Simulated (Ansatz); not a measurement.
Results of r²SCAN+rVV10 (Ansatz, a first-principles code, PAW) for HfSiO4 (I4₁/amd, No. 141, 12 atoms in the cell; start mp-4609).

Numerical settings: plane-wave cutoff 500 eV, 10×10×10 k mesh, Fermi–Dirac smearing 0.05 eV, scalar-relativistic PAW data made under PBE.

Cell (relaxed at this level):

```cif
data_Hf4O16Si4
_chemical_formula_sum 'Hf4 Si4 O16'
_space_group_name_H-M_alt 'I41/amd :1'
_space_group_IT_number 141
_space_group_name_Hall 'I 4bw 2bw -1bw'
_cell_length_a 6.56495
_cell_length_b 6.56495
_cell_length_c 5.96615
_cell_angle_alpha 90.000
_cell_angle_beta 90.000
_cell_angle_gamma 90.000
loop_
_atom_site_label
_atom_site_type_symbol
_atom_site_symmetry_multiplicity
_atom_site_Wyckoff_symbol
_atom_site_fract_x
_atom_site_fract_y
_atom_site_fract_z
_atom_site_occupancy
Hf1 Hf 4 a 0.00000 0.00000 0.00000 1
Si1 Si 4 b 0.00000 0.00000 0.50000 1
O1 O 16 h 0.31506 0.00000 0.06989 1
```
(The calculation used a cell of 12 atoms; values per cell refer to that cell.)

Problem. Give the computed band gap.

Solution. 
band gap: 6.02 eV (on the SCF k mesh)

Note: the relaxation could not lower the start's symmetry, so the cell can be a saddle point above a distorted one.

Spin–orbit coupling is not included.

Static lattice: no zero-point or thermal effects.

A start named mp-… is a Materials Project structure, which need not be a measured phase.
